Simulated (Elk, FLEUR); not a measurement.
An Elk input for a self-consistent single point of KNaCl₂ (R-3m, 4 atoms in the cell) (DFT, LDA (PW92), all-electron FP-LAPW, Elk's shipped species files, APW+lo basis with extra local orbitals):

```
tasks
  0

tforce
  .true.

rgkmax
  8.0

gmaxvr
  18.0

lmaxapw
  10

lmaxo
  8

nxlo
  2

lorbcnd
  .true.

lradstp
  2

nrmtscf
  2.0

lmaxi
  4

stype
  0

swidth
  0.0001

maxscl
  100

avec
    3.9425732769    2.2762452368   13.1326328935
   -3.9425732769    2.2762452368   13.1326328935
    0.0000000000   -4.5524919914   13.1326326305

atoms
  3
  'K.in'
  1
  0.5000000000  0.5000000000  0.5000000000    0.0 0.0 0.0
  'Na.in'
  1
  0.0000000000  0.0000000000  0.0000000000    0.0 0.0 0.0
  'Cl.in'
  2
  0.7404660000  0.7404660000  0.7404660000    0.0 0.0 0.0
  0.2595340000  0.2595340000  0.2595340000    0.0 0.0 0.0

ngridk
  8 8 8
```

Task: Write the same calculation as an input for FLEUR.

Result: This is the input that was run; spellings and numerical settings could be chosen otherwise.

Input of the input generator:

```
KNaCl2
&input film=f /
3.9425732769 2.2762452368 13.1326328935
-3.9425732769 2.2762452368 13.1326328935
0.0000000000 -4.5524919914 13.1326326305
1.0
1.0 1.0 1.0

4
19 0.5000000000 0.5000000000 0.5000000000
11 -0.0000000000 -0.0000000000 -0.0000000000
17 0.7404660000 0.7404660000 0.7404660000
17 0.2595340000 0.2595340000 0.2595340000

&comp jspins=1 /
&exco xctyp='vwn' /
&kpt div1=8 div2=8 div3=8 gamma=t /
&end /
```

```xml
<?xml version="1.0" encoding="UTF-8" standalone="no"?>
<fleurInput fleurInputVersion="0.39">
   <comment>
      KNaCl2                                                                                              
   </comment>
   <calculationSetup>
      <cutoffs Kmax="4.0" Gmax="12.0" GmaxXC="12.0" numbands="0"/>
      <scfLoop itmax="60" minDistance="0.00001" maxIterBroyd="40" imix="Anderson" alpha="0.05" precondParam="0.0" spinf="2.0"/>
      <coreElectrons ctail="T" frcor="F" kcrel="0" coretail_lmax="0"/>
      <xcFunctional name="vwn" relativisticCorrections="F"/>
      <magnetism jspins="1"/>
      <soc l_soc="F" theta="0.0" phi="0.0" spav="F"/>
      <expertModes spex="0" secvar="F"/>
      <geometryOptimization l_f="T" forcealpha="1.0" forcemix="BFGS" epsdisp="0.00001" epsforce="0.00001"/>
      <ldaU l_linMix="F" mixParam="0.05" spinf="1.0"/>
   </calculationSetup>
   <cell>
      <bzIntegration valenceElectrons="32.0" mode="hist" fermiSmearingEnergy="0.0001">
         <kPointListSelection listName="default-1"/>
         <!-- k-points included here -->
         <xi:include xmlns:xi="http://www.w3.org/2001/XInclude" href="kpts.xml"> </xi:include>
      </bzIntegration>
      <!-- symmetry operations included here -->
      <xi:include xmlns:xi="http://www.w3.org/2001/XInclude" href="sym.xml"> </xi:include>
      <bulkLattice scale="1.0">
         <bravaisMatrix>
            <row-1>    3.9425732769000001     2.2762452367999999    13.1326328935000003</row-1>
            <row-2>   -3.9425732769000001     2.2762452367999999    13.1326328935000003</row-2>
            <row-3>    0.0000000000000000    -4.5524919914000002    13.1326326304999998</row-3>
         </bravaisMatrix>
      </bulkLattice>
   </cell>
   <atomSpecies>
      <species name="Potassium (K)" element="K" atomicNumber="19">
         <mtSphere radius="2.68" gridPoints="925" logIncrement="0.013"/>
         <atomicCutoffs lmax="10" lnonsphr="8"/>
         <electronConfig flipSpins="F">
            <coreConfig>(1s1/2) (2s1/2) (2p1/2) (2p3/2)</coreConfig>
            <valenceConfig>(3s1/2) (3p1/2) (3p3/2) (4s1/2)</valenceConfig>
            <stateOccupation state="(4s1/2)" spinUp="0.5" spinDown="0.5"/>
         </electronConfig>
         <energyParameters s="4" p="4" d="3" f="4"/>
         <lo type="SCLO" l="0" n="3" eDeriv="0"/>
         <lo type="SCLO" l="1" n="3" eDeriv="0"/>
      </species>
      <species name="Sodium (Na)" element="Na" atomicNumber="11">
         <mtSphere radius="2.52" gridPoints="869" logIncrement="0.013"/>
         <atomicCutoffs lmax="10" lnonsphr="8"/>
         <electronConfig flipSpins="F">
            <coreConfig>(1s1/2)</coreConfig>
            <valenceConfig>(2s1/2) (2p1/2) (2p3/2) (3s1/2)</valenceConfig>
            <stateOccupation state="(3s1/2)" spinUp="0.5" spinDown="0.5"/>
         </electronConfig>
         <energyParameters s="3" p="3" d="3" f="4"/>
         <lo type="SCLO" l="0" n="2" eDeriv="0"/>
         <lo type="SCLO" l="1" n="2" eDeriv="0"/>
      </species>
      <species name="Chlorine (Cl)" element="Cl" atomicNumber="17">
         <mtSphere radius="2.52" gridPoints="869" logIncrement="0.014"/>
         <atomicCutoffs lmax="10" lnonsphr="8"/>
         <electronConfig flipSpins="F">
            <coreConfig>(1s1/2) (2s1/2) (2p1/2) (2p3/2)</coreConfig>
            <valenceConfig>(3s1/2) (3p1/2) (3p3/2)</valenceConfig>
            <stateOccupation state="(3p1/2)" spinUp="0.8333333333333" spinDown="0.8333333333333"/>
            <stateOccupation state="(3p3/2)" spinUp="1.6666666666667" spinDown="1.6666666666667"/>
         </electronConfig>
         <energyParameters s="3" p="3" d="3" f="4"/>
      </species>
   </atomSpecies>
   <atomGroups>
      <atomGroup species="Potassium (K)">
         <relPos label="                   1">1.000/2.000 1.000/2.000 1.000/2.000</relPos>
         <force calculate="T" relaxXYZ="TTT"/>
      </atomGroup>
      <atomGroup species="Sodium (Na)">
         <relPos label="                   2">.0000000000 .0000000000 .0000000000</relPos>
         <force calculate="T" relaxXYZ="TTT"/>
      </atomGroup>
      <atomGroup species="Chlorine (Cl)">
         <relPos label="                   3">-.2595340000 -.2595340000 -.2595340000</relPos>
         <relPos label="                   4">.2595340000 .2595340000 .2595340000</relPos>
         <force calculate="T" relaxXYZ="TTT"/>
      </atomGroup>
   </atomGroups>
   <output dos="F" band="F" slice="F">
      <checks vchk="F" cdinf="F"/>
      <bandDOS minEnergy="-.5*Htr" maxEnergy="0.5*Htr" sigma="0.015" storeEVData="T"/>
      <vacuumDOS vacdos="F" integ="F" star="F" nstars="0" locx1="0.0" locy1="0.0" locx2="0.0" locy2="0.0" nstm="0" tworkf="0.0"/>
      <unfoldingBand unfoldBand="F" supercellX="1" supercellY="1" supercellZ="1"/>
      <plotting iplot="0" polar="F">
         <plot TwoD="T" vec1="  1.0  0.0  0.0" vec2="  0.0  1.0  0.0" vec3="  0.0  0.0  1.0" zero="  0.0  0.0  0.0" file="plot"/>
      </plotting>
      <chargeDensitySlicing numkpt="0" minEigenval="0.0" maxEigenval="0.0" nnne="0" pallst="F"/>
      <specialOutput eonly="F"/>
      <magneticCircularDichroism mcd="F" energyLo="-10.0" energyUp="0.0"/>
   </output>
  <!-- We include the file relax.xml here to enable relaxations (see documentation) -->
  <xi:include xmlns:xi="http://www.w3.org/2001/XInclude" href="relax.xml"> <xi:fallback/> </xi:include>
</fleurInput>
```

Basis, cutoffs, solver keys and any potentials are the target program's own. This input uses DFT, LDA (Vosko-Wilk-Nusair), all-electron FLAPW (FLEUR), scalar-relativistic valence. LDA parametrisations can differ slightly between programs.

The starting cell comes from a database of computed structures (which also holds hypothetical and non-ambient phases and stackings), without a prior relaxation at this level.
